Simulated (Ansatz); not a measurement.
MgS under load (space group Fm-3m), r2SCAN with spin-orbit coupling, rigid bands (Ansatz, a first-principles code). Condition of this run: hydrostatic pressure 10 GPa (the target of the relaxation). Band gap 3.64 eV, N_c = 1.77e19 cm⁻³ and N_v = 7.20e19 cm⁻³ at 300 K, conductivity masses of 0.373 mₑ (electrons) and 1.10 mₑ (holes). Take k_BT = 0.02585 eV.

Task: A film of it is 2 nm thick. Estimate the confinement energies in an infinite well.

Result: ħ²π²/(2m t²) = 0.376 eV·nm²/(m/mₑ × t²) gives 252 meV for electrons and 85.5 meV for holes, so the gap would widen to about 3.98 eV. Finite barriers and nonparabolic bands lower this, and with several valleys or bands the heaviest mass along the normal sets the lowest level, not this average.

Task: Find the intrinsic carrier density and the intrinsic Fermi level.

Result: n_i = √(N_c N_v) exp(−E_g/2k_BT) = 3.57e19 × exp(−70.40) = 9.5e-12 cm⁻³. The level lies (k_BT/2) ln(N_v/N_c) = 18 meV from mid-gap (positive towards the conduction band). Each 0.1 eV added to the gap lowers n_i by a factor of 6.9.

Task: What thermal injection velocity √(2k_BT/πm) limits a ballistic channel?

Result: 8.81e6 cm/s for electrons and 5.13e6 cm/s for holes, a ratio of √(m_h/m_e) = 1.72, for dilute carriers.

Rigid bands with the computed gap; masses take one relaxation time for all states.
